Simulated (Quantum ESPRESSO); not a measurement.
A self-consistent single point of Mg₆ZrW (Amm2, 8 atoms in the cell) with Quantum ESPRESSO.

Method of the run: vdW-DF-cx, SSSP 1.1.2 efficiency (PBE) pseudopotentials (plane waves; Quantum ESPRESSO).

```yaml
crystal:
  lattice:
    - [4.94201, 0.00000, 0.00000]
    - [0.00000, 3.03953, 5.57426]
    - [0.00000, -3.03953, 5.57426]
  atoms:
    - { symbol: Mg, position: [0.00000, 0.32711, 0.81457] }
    - { symbol: Mg, position: [0.00000, 0.81457, 0.32711] }
    - { symbol: Mg, position: [0.00000, 0.32856, 0.32856] }
    - { symbol: Mg, position: [0.50000, 0.17454, 0.68094] }
    - { symbol: Mg, position: [0.50000, 0.68094, 0.17454] }
    - { symbol: Mg, position: [0.50000, 0.17534, 0.17534] }
    - { symbol: Zr, position: [0.00000, 0.80049, 0.80049] }
    - { symbol: W, position: [0.50000, 0.69845, 0.69845] }
```

Reference input (self-consistent single point, DFT, PBEsol, plane waves, SSSP 1.1.2 efficiency (PBE) pseudopotentials): ecutwfc = 40 Ry; ecutrho = 320 Ry; occupations = smearing; smearing = cold; degauss = 0.019992 Ry; input_dft = pbesol; potentials = {Mg: Mg.pbe-n-kjpaw_psl.0.3.0.UPF, Zr: Zr_pbe_v1.uspp.F.UPF, W: W_pbe_v1.2.uspp.F.UPF}; K_POINTS = automatic 4 4 4 1 1 1; conv_thr = 1e-10 Ry; mixing_beta = 0.3. This run's input differs from it in these lines:

```diff
@@ -18,3 +18,3 @@
  degauss = 0.019992,
- input_dft = 'pbesol',
+ input_dft = 'vdw-df-cx',
 /
```

Output, abridged:

```
     Self-consistent Calculation

     iteration #  1     ecut=    40.00 Ry     beta= 0.30

---- Real-time Memory Report at c_bands before calling an iterative solver
           731 MiB given to the printing process from OS
           101 MiB allocation reported by mallinfo(arena+hblkhd)
------------------

     negative rho (up, down):  1.232E-01 0.000E+00

     -----------------------------------------------
     Non-local corr. energy    =       0.58618244 Ry
     -----------------------------------------------

     total energy              =    -457.23417737 Ry
     estimated scf accuracy    <       1.13589492 Ry

   [... lines left out ...]
     -----------------------------------------------

     total energy              =    -457.59620521 Ry
     estimated scf accuracy    <          4.0E-10 Ry

     iteration # 17     ecut=    40.00 Ry     beta= 0.30

---- Real-time Memory Report at c_bands before calling an iterative solver
           797 MiB given to the printing process from OS
           136 MiB allocation reported by mallinfo(arena+hblkhd)
------------------

     negative rho (up, down):  1.246E-01 0.000E+00

     -----------------------------------------------
     Non-local corr. energy    =       0.57043162 Ry
     -----------------------------------------------
     End of self-consistent calculation

     the Fermi energy is     6.9016 ev

!    total energy              =    -457.59620521 Ry
     estimated scf accuracy    <          8.0E-12 Ry
     smearing contrib. (-TS)   =       0.00173186 Ry
     internal energy E=F+TS    =    -457.59793707 Ry

      -> PAW hartree energy AE =       5.57322308 Ry
      -> PAW hartree energy PS =      -5.56023659 Ry
      -> PAW xc energy AE      =    -194.18187065 Ry
      -> PAW xc energy PS      =       8.46068737 Ry
      -> total E_H with PAW    =      86.84648492 Ry
      -> total E_XC with PAW   =    -254.16876651 Ry

     convergence has been achieved in  17 iterations

     negative rho (up, down):  1.246E-01 0.000E+00

     -----------------------------------------------
     Non-local corr. energy    =       0.57043162 Ry
   [... lines left out ...]
     Total force =     0.010721     Total SCF correction =     0.000004
   [... lines left out ...]
     Non-local corr. energy    =       0.57043162 Ry
     -----------------------------------------------

          total   stress  (Ry/bohr**3)                   (kbar)     P=      -10.92
  -0.00011019   0.00000000   0.00000000          -16.21        0.00        0.00
   0.00000000  -0.00003158   0.00000000            0.00       -4.65        0.00
   0.00000000   0.00000000  -0.00008096            0.00        0.00      -11.91

   JOB DONE.
```

The run converged in 17 iterations. Against the reference run the pressure goes from -2.08 to -1.09 GPa and the largest force goes from 0.226 to 0.185 eV/Å.

The starting cell comes from a database of computed structures (which also holds hypothetical and non-ambient phases and stackings), without a prior relaxation at this level. Spin polarisation is off.

Cost on one core of a shared machine: roughly 4 min.
